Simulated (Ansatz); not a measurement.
**MgO with two functionals, electrons 1.0×10^21 cm⁻³**

The parent structure is MgO in the rock salt structure (space group Fm-3m, No. 225; a = 4.254 Å).

(Cell as relaxed with PBE.)

Levels (all Ansatz, a quantum-chemistry and plane-wave program, PAW, earlier PAW set): PBE (420 eV, no SOC); PBEsol (420 eV, no spin-orbit coupling).

Each level relaxes its own structure.

```
base                        PBE      PBEsol
-------------------  ----------  ----------
volume per atom         9.63 Å³     9.36 Å³
lattice parameter a  8.040 bohr  7.965 bohr
band gap                4.46 eV     4.62 eV
```

It is then changed as follows: electrons 1.0×10^21 cm⁻³, on a uniform background at fixed cell.

| quantity | PBE | PBEsol |
|---|---|---|
| gap character | direct at Γ | … |
| gap between the host's bands | 4.44 eV | … |
| Fermi level relative to the doped band's edge (positive inside the band; to 0.05 eV) | +0.90 eV | … |

**Question.** What does PBEsol give?

**Answer.** 
- gap character, PBEsol: direct at Γ
- gap between the host's bands, PBEsol: 4.60 eV
- Fermi level relative to the doped band's edge (positive inside the band; to 0.05 eV), PBEsol: +0.85 eV

PBE's gap between the host's bands lies 0.16 eV below PBEsol's; the two agree on the gap character. Neither level is exact; PBEsol is the comparison here, not a measurement.

Charged cell with a jellium background: band edges are those of the host's band count, energies are not comparable with the neutral cell, and many-body gap narrowing is missing. Stability against distortions was not tested.
